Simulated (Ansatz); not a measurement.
**Electron-phonon data for Ti$_{3}$InC (Pm-3m)**

Given:

```
InTi3C
1.0
    4.19874     0.00000     0.00000
    0.00000     4.19874     0.00000
    0.00000     0.00000     4.19874
Ti In C
3 1 1
Direct
  0.50000   0.50000   0.00000
  0.00000   0.50000   0.50000
  0.50000   0.00000   0.50000
  0.00000   0.00000   0.00000
  0.50000   0.50000   0.50000
```

All values below come from PBEsol, DFPT electron-phonon coupling, linearised Boltzmann equation (plane waves, PAW, scalar-relativistic; Ansatz, an electronic-structure program). Cell: relaxed with this functional, without spin-orbit coupling.

```
Property                                                                                                 Value
----------------------------------------------------------------------------------  --------------------------
resistivity at 300 K                                                                                  40 μΩ·cm
resistivity at 77 K                                                                                  4.2 μΩ·cm
electron mean free path at 300 K (weighted by the current that each state carries)                      4.2 nm
electron-phonon coupling λ                                                                                0.26
transport coupling λ_tr                                                                                   0.29
logarithmic mean phonon energy                                                                          22 meV
density of states at the Fermi level                                                1.65 states/(eV·spin·cell)
Drude plasma energy                                                                                     2.8 eV
Hall coefficient at 300 K                                                                     19.0 ×10⁻¹¹ m³/C
```

A metal at this level (no band gap). Only scattering by harmonic phonons is included (no impurities, grain boundaries, electron-electron scattering or thermal expansion). Spin-orbit coupling is left out. Halving the electron mesh (20x20x20) moves the resistivity by up to 2 % at 300 K, the mean free path by up to 2 %, the coupling by up to 3 %. Smearing 0.20 eV; phonons on a 3x3x3 q mesh, which this run doesn't test and which matters most at low temperature.

Computed structure with no diffraction record at hand here (it may be known, metastable or hypothetical): Ti3InC (Pm-3m).
